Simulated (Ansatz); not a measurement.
Input:

```
CELL_PARAMETERS angstrom
      2.95568     0.00000     0.00000
      0.00000     2.95568     0.00000
      1.47784    -1.47784     2.07353
ATOMIC_POSITIONS crystal
  Mg 0.00000 0.00000 0.00000
  O  0.50000 0.50000 0.00000
```

No spin polarisation.

The values are results of plane-wave PAW DFT at the LDA level (Ansatz, a quantum-chemistry and plane-wave program, 420 eV), scalar-relativistic without spin-orbit coupling, not measurements. k-mesh 14×14×14 (Γ-centred); smearing 0.05 eV (Fermi–Dirac).

Question: What is the computed valence-band top at Γ (three highest levels, from the VBM)?

Answer: 0.00, 0.00, -0.02 eV.

Question: Estimate the band gap.

Answer: 4.96 eV.

Question: Predict the gap character.

Answer: Direct at Γ.

The cells carry an imposed strain or load. Whether these cells are dynamically stable was not tested. The cell was made from MgO in the rock salt structure (space group Fm-3m, No. 225) by this change: biaxial strain +0.50 %, plane normal [001], relaxed out of plane.
